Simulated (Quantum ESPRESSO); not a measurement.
A self-consistent single point of V3Pt (Pm-3m, 4 atoms in the cell) with Quantum ESPRESSO.

Method: PBEsol, SSSP 1.1.2 efficiency (PBE) pseudopotentials (plane waves; Quantum ESPRESSO).

The change in words: lattice scaled by 0.98. Reference geometry:
```xyz
4
Lattice="3.8107 0.0000 0.0000 0.0000 3.8107 0.0000 0.0000 0.0000 3.8107" Properties=species:S:1:pos:R:3 pbc="T T T"
V      1.9053     1.9053     0.0000
V      0.0000     1.9053     1.9053
V      1.9053     0.0000     1.9053
Pt     0.0000     0.0000     0.0000
```
Moments meant for the start (each program seeds them in its own way; μB, in the order of the atoms V V V Pt): 2.0 2.0 2.0 0.0.

Reference input (self-consistent single point, DFT, PBEsol, plane waves, SSSP 1.1.2 efficiency (PBE) pseudopotentials): ecutwfc = 50 Ry; ecutrho = 400 Ry; occupations = smearing; smearing = gaussian; degauss = 0.0099958 Ry; nspin = 2; input_dft = pbesol; potentials = {V: v_pbe_v1.4.uspp.F.UPF, Pt: pt_pbe_v1.4.uspp.F.UPF}; K_POINTS = automatic 7 7 7 0 0 0; conv_thr = 1e-10 Ry; mixing_beta = 0.3. This run's input differs from it in these lines:

```diff
@@ -29,9 +29,9 @@
 CELL_PARAMETERS angstrom
-   3.81067100     0.00000000     0.00000000
-   0.00000000     3.81067100     0.00000000
-   0.00000000     0.00000000     3.81067100
+   3.73445800     0.00000000     0.00000000
+   0.00000000     3.73445800     0.00000000
+   0.00000000     0.00000000     3.73445800
 ATOMIC_POSITIONS bohr
-V     3.60056227    3.60056227    0.00000000
-V     0.00000000    3.60056227    3.60056227
-V     3.60056227    0.00000000    3.60056227
+V     3.52855142    3.52855142    0.00000000
+V     0.00000000    3.52855142    3.52855142
+V     3.52855142    0.00000000    3.52855142
 Pt    0.00000000    0.00000000    0.00000000
```

Output (repeated stretches shortened):

```
     Self-consistent Calculation

     iteration #  1     ecut=    50.00 Ry     beta= 0.30

     negative rho (up, down):  8.931E-02 9.091E-02

     total energy              =    -643.91682343 Ry
     estimated scf accuracy    <       3.66636868 Ry

     total magnetization       =     2.62 Bohr mag/cell
     absolute magnetization    =     2.94 Bohr mag/cell

     iteration #  2     ecut=    50.00 Ry     beta= 0.30

     negative rho (up, down):  9.026E-02 9.218E-02

     total energy              =    -644.85773789 Ry
     estimated scf accuracy    <       1.82243230 Ry

     total magnetization       =     2.35 Bohr mag/cell
   [... lines left out ...]

     total energy              =    -645.00773771 Ry
     estimated scf accuracy    <          2.5E-10 Ry

     total magnetization       =    -0.00 Bohr mag/cell
     absolute magnetization    =     0.00 Bohr mag/cell

     iteration # 21     ecut=    50.00 Ry     beta= 0.30

     negative rho (up, down):  9.010E-02 9.010E-02

     Magnetic moment per site  (integrated on atomic sphere of radius R)
     atom   1 (R=0.292)  charge= 11.4408  magn= -0.0000
     atom   2 (R=0.292)  charge= 11.4408  magn= -0.0000
     atom   3 (R=0.292)  charge= 11.4408  magn= -0.0000
     atom   4 (R=0.292)  charge= 13.7692  magn= -0.0000
     End of self-consistent calculation

     the Fermi energy is    19.8615 ev

!    total energy              =    -645.00773771 Ry
     estimated scf accuracy    <          1.9E-11 Ry
     smearing contrib. (-TS)   =      -0.00425524 Ry
     internal energy E=F+TS    =    -645.00348247 Ry

     total magnetization       =    -0.00 Bohr mag/cell
     absolute magnetization    =     0.00 Bohr mag/cell

     convergence has been achieved in  21 iterations

     negative rho (up, down):  9.010E-02 9.010E-02

     Forces acting on atoms (cartesian axes, Ry/au):

     atom    1 type  1   force =     0.00000000    0.00000000    0.00000000
   [... zero for the other atoms too ...]

     Total force =     0.000000     Total SCF correction =     0.000000

     negative rho (up, down):  9.010E-02 9.010E-02
          total   stress  (Ry/bohr**3)                   (kbar)     P=       99.12
   0.00067381   0.00000000   0.00000000           99.12        0.00        0.00
   0.00000000   0.00067381   0.00000000            0.00       99.12        0.00
   0.00000000   0.00000000   0.00067381            0.00        0.00       99.12

   JOB DONE.
```

The run converged in 21 iterations. Against the reference run the free energy rises by 11.4 meV/atom and the pressure goes from -4.75 to 9.91 GPa.

The starting cell comes from a database of computed structures (which also holds hypothetical and non-ambient phases and stackings), without a prior relaxation at this level. Its lattice was rescaled by a random factor within 2.5 % of one. For this run, on top of that: lattice scaled by 0.98. The starting moments vanished: the run ended non-magnetic, which need not be the lowest state. With a pressure of about 10 GPa the cell is away from its equilibrium volume at this level.

Cost on one core of a shared machine: roughly 80 s.
